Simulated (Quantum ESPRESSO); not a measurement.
Troubleshooting Quantum ESPRESSO: a failed run on Mg₇Zr (P-6m2, 8 atoms in the cell). The aim is a self-consistent single point with DFT, PBEsol, plane waves, SSSP 1.1.2 efficiency (PBE) pseudopotentials.

Cell that was meant: a = 6.4318 Å, b = 6.4318 Å, c = 5.0635 Å, α = 90.00°, β = 90.00°, γ = 120.00°.

Part of the input:

```fortran
Mg    1.632524624    4.655951702    0.000000000
Mg    0.000000000    1.828336109    0.000000000
Mg    3.215910141    1.856706585    0.000000000
Zr1    0.000000000    0.000000000    2.531730000
K_POINTS {automatic}
3 3 4  0 0 0
```

Log, with long lists cut:

```
     This program is part of the open-source Quantum ESPRESSO suite
     for quantum simulation of materials; please cite

 %%%%%%%%%%%%%%%%%%%%%%%%%%%%%%%%%%%%%%%%%%%%%%%%%%%%%%%%%%%%%%%%%%%%%%%%%%%%%%
     Error in routine read_cards (8):
     species Zr1 in ATOMIC_POSITIONS is nonexistent
 %%%%%%%%%%%%%%%%%%%%%%%%%%%%%%%%%%%%%%%%%%%%%%%%%%%%%%%%%%%%%%%%%%%%%%%%%%%%%%

     stopping ...
```

Question: From the messages shown, name the fault and mend the input.

Answer: The fault is an atom label that is not in the list of species. Labels in the positions must match the species card. To fix it, correct the label. The program stopped before any SCF iteration.

The sound input it was made from differs as follows (other fixes are possible):
```diff
-Zr1    0.000000000    0.000000000    2.531730000
+Zr    0.000000000    0.000000000    2.531730000
```

With that input, the run converged in 17 iterations: free energy E − TS -4465.8358 eV; Fermi level (on the code's own zero) 4.91 eV; pressure -0.94 GPa; largest force (vector length) 0.101 eV/Å (DFT, PBEsol, plane waves, SSSP 1.1.2 efficiency (PBE) pseudopotentials).

On the sound input: the starting cell comes from a database of computed structures (which also holds hypothetical and non-ambient phases and stackings), without a prior relaxation at this level.
